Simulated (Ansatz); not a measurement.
# Response to strain in NbSi2

Consider NbSi₂ (space group P6_222, No. 180; a = 4.793 Å, c = 6.585 Å). Axes: x lies along a and z along c of the hexagonal cell.

Strains are applied to the cell and any free atomic positions relax; under biaxial strain the out-of-plane vector relaxes too.

Calculations: Ansatz (a first-principles code), r2SCAN, PAW, cutoff 500 eV, without spin-orbit coupling.

Notes on the quantities. pressure: mean of the normal stresses, compression positive.

| variant | volume per atom | pressure |
|---|---|---|
| base | 14.56 Å³ | 0.0 GPa |
| biaxial strain +3.92 %, plane normal [001], relaxed out of plane | 15.51 Å³ | -8.5 GPa |
| isotropic strain −5.24 % | 12.39 Å³ | 42.0 GPa |
| uniaxial strain ε_zz = −1.24 % | 14.38 Å³ | 2.7 GPa |

Without a gap, meshes like the base's 11×11×7 leave anisotropic stresses uncertain by several tenths of a GPa, and small strain energies with them. Whether these cells are dynamically stable was not tested. The final runs are not spin-polarised. An odd electron count without spin: NbSi2.
